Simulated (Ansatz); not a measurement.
TiSi2 under a change: Hf on a Ti site, symmetric start

Start from a 12-atom supercell of TiSi$_{2}$ (space group Cmcm, No. 63; a = 3.527 Å, b = 13.517 Å, c = 3.565 Å) at its relaxed geometry.

The change: a neutral Hf on a Ti site, symmetric start, atoms relaxed at fixed cell.

Level of theory: r2SCAN (Ansatz, a quantum-chemistry and plane-wave program), no spin-orbit coupling. k-mesh 5×7×7 (Γ-centred); smearing 0.05 eV (Fermi–Dirac).

| quantity | base | changed | shift |
|---|---|---|---|
| pressure | 0.0 GPa | 5.3 GPa | +5.3 GPa |
| energy gained by relaxation | – | 0.09 eV | – |
| largest displacement of a host atom from its site in the perfect cell | – | 0.07 Å | – |
| mean distance from the defect site to its nearest host atoms | 2.58 Å | 2.59 Å | +0.01 Å |

In so small a cell the defect repeats every few ångströms: this is an ordered compound, not a dilute defect. The defect started on the symmetric site and kept its symmetry, so it may sit on a saddle. All final runs are without spin polarisation. The defect cell is not spin-polarised.
